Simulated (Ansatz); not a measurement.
L1₂ (Cu3Au-type) Pt3Ti was calculated with PBEsol (PAW; Ansatz, a program for electronic structure).

Settings: plane-wave cutoff 520 eV, 14×14×14 k mesh, Fermi–Dirac smearing 0.05 eV, no spin polarisation, scalar-relativistic PAW data made under PBE.

Cell (relaxed at this level):

```xyz
4
Lattice="3.8995 0.0000 0.0000 0.0000 3.8995 0.0000 0.0000 0.0000 3.8995" Properties=species:S:1:pos:R:3 pbc="T T T"
Ti     0.0000     0.0000     0.0000
Pt     0.0000     1.9498     1.9498
Pt     1.9498     0.0000     1.9498
Pt     1.9498     1.9498     0.0000
```

### Question
What does this level give for the bulk modulus and pressure derivative B′ of the bulk modulus?

### Answer

- bulk modulus = 266 GPa
- pressure derivative B′ of the bulk modulus = 5.0

The run finds no gap.

Spin–orbit coupling is not included.

Computed values are for the static lattice.
